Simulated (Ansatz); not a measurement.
Start from HfN in the rock salt structure (space group Fm-3m, No. 225; a = 4.5257 Å; relaxed with 0.1 eV smearing). Axes: x, y, z lie along the cube axes.

All numbers come from plane-wave PAW DFT at the r2SCAN level (Ansatz, a first-principles code, 500 eV), without spin-orbit coupling.

One thing is altered: biaxial strain +3.00 %, plane normal [001], relaxed out of plane (Cartesian); in-plane vectors clamped, the third vector and the atoms free.

Q: How does this affect the ratio −ε⊥/ε∥?

A: The ratio −ε⊥/ε∥ comes out as 0.37.

Q: What does the calculation give for the energy relative to the base after the change?

A: The energy rises by 39 meV/atom.

Q: Predict the new in-plane stress.

A: The mean in-plane stress (compression positive) is -16.8 GPa.

Stability against distortions was not tested. All final runs are without spin polarisation. An odd electron count without spin: HfN.
